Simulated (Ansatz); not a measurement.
The starting structures come from a database of crystals and need not be the phases stable at ambient conditions.

 Where the default PAW files enter, the runs use the earlier of Ansatz's two default sets.

Tunnelling through a barrier is set by its complex band structure: the current falls as exp(−2κd) with the smallest κ.

Given:

```yaml
crystal:
  lattice:
    - [4.73867, 0.00000, 0.00000]
    - [0.00000, 6.72618, 0.00000]
    - [0.00000, 3.20916, 3.35956]
  atoms:
    - { symbol: Mg, position: [0.25156, 0.02961, 0.70646] }
    - { symbol: Mg, position: [0.75156, 0.97039, 0.29354] }
    - { symbol: Mg, position: [0.75156, 0.47039, 0.26568] }
    - { symbol: Mg, position: [0.25156, 0.52961, 0.73432] }
    - { symbol: H, position: [0.97118, 0.75721, 0.79676] }
    - { symbol: H, position: [0.47118, 0.24279, 0.20324] }
    - { symbol: H, position: [0.47118, 0.74279, 0.81118] }
    - { symbol: H, position: [0.97118, 0.25721, 0.18882] }
    - { symbol: H, position: [0.63886, 0.62022, 0.47341] }
    - { symbol: H, position: [0.13886, 0.37978, 0.52659] }
    - { symbol: H, position: [0.13886, 0.87978, 0.21385] }
    - { symbol: H, position: [0.63886, 0.12022, 0.78615] }
```

Space group of this cell: Pca2_1. The cell is taken as given.

Transport runs along the normal of the first two printed cell vectors.

The gap is the functional's own, uncorrected, and κ follows it; spin-orbit coupling is left out. Mid-gap values are interpolated between the computed energies.

Task: State the band gap and the smallest decay constant κ at mid-gap according to Ansatz (a first-principles code) with r2SCAN.

Result: Gap 2.85 eV on a 6×10×10 mesh; κ = 0.333 1/Å, at (0.000, 0.333) of the in-plane reciprocal vectors. At the zone centre, at the nearest computed energy, the slowest state has κ = 0.33 1/Å.
